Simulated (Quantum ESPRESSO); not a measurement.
Input and output of a self-consistent single point for Be (P6_3/mmc, 2 atoms in the cell) (Quantum ESPRESSO).

Method: LDA (PZ), PSlibrary ultrasoft (LDA) pseudopotentials (plane waves; Quantum ESPRESSO).

```
Be
1.0
    1.14500    -1.98320     0.00000
    1.14500     1.98320     0.00000
    0.00000     0.00000     3.58000
Be
2
Direct
  0.33333   0.66667   0.25000
  0.66667   0.33333   0.75000
```

Reference input (self-consistent single point, DFT, PBE, plane waves, PSlibrary ultrasoft (PBE) pseudopotentials): ecutwfc = 40 Ry; ecutrho = 240 Ry; occupations = smearing; smearing = fd; degauss = 0.0073499 Ry; potentials = {Be: Be.pbe-n-rrkjus_psl.1.0.0.UPF}; K_POINTS = automatic 16 16 9 0 0 0; conv_thr = 1e-11 Ry. This run's input differs from it in these lines:

```diff
@@ -23,3 +23,3 @@
 ATOMIC_SPECIES
-Be     9.0122  Be.pbe-n-rrkjus_psl.1.0.0.UPF
+Be     9.0122  Be.pz-n-rrkjus_psl.1.0.0.UPF
 ATOMIC_POSITIONS crystal
```

The program printed (abridged):

```
     Self-consistent Calculation

     iteration #  1     ecut=    40.00 Ry     beta= 0.70

---- Real-time Memory Report at c_bands before calling an iterative solver
            53 MiB given to the printing process from OS
            17 MiB allocation reported by mallinfo(arena+hblkhd)
------------------

     Threshold (ethr) on eigenvalues was too large:
     Diagonalizing with lowered threshold

---- Real-time Memory Report at c_bands before calling an iterative solver
            57 MiB given to the printing process from OS
            22 MiB allocation reported by mallinfo(arena+hblkhd)
------------------

   [... lines left out ...]

---- Real-time Memory Report at c_bands before calling an iterative solver
            57 MiB given to the printing process from OS
            23 MiB allocation reported by mallinfo(arena+hblkhd)
------------------

     total energy              =      -5.37464213 Ry
     estimated scf accuracy    <       0.00000001 Ry

     iteration #  7     ecut=    40.00 Ry     beta= 0.70

---- Real-time Memory Report at c_bands before calling an iterative solver
            59 MiB given to the printing process from OS
            23 MiB allocation reported by mallinfo(arena+hblkhd)
------------------
     End of self-consistent calculation

     the Fermi energy is     7.6405 ev

!    total energy              =      -5.37464213 Ry
     estimated scf accuracy    <          2.1E-13 Ry
     smearing contrib. (-TS)   =      -0.00022907 Ry
     internal energy E=F+TS    =      -5.37441305 Ry

     convergence has been achieved in   7 iterations

     Forces acting on atoms (cartesian axes, Ry/au):

     atom    1 type  1   force =    -0.00000000   -0.00000000    0.00000000
     atom    2 type  1   force =     0.00000000    0.00000000    0.00000000

     Total force =     0.000000     Total SCF correction =     0.000000

          total   stress  (Ry/bohr**3)                   (kbar)     P=      -76.32
  -0.00054461  -0.00000000   0.00000000          -80.12       -0.00        0.00
  -0.00000000  -0.00054461   0.00000000           -0.00      -80.12        0.00
   0.00000000   0.00000000  -0.00046714            0.00        0.00      -68.72

   JOB DONE.
```

The run converged in 7 iterations. Against the reference run the pressure goes from -3.32 to -7.63 GPa.

The starting cell has typed, rounded lattice constants, without a prior relaxation at this level. With a pressure of about -8 GPa the cell is away from its equilibrium volume at this level.
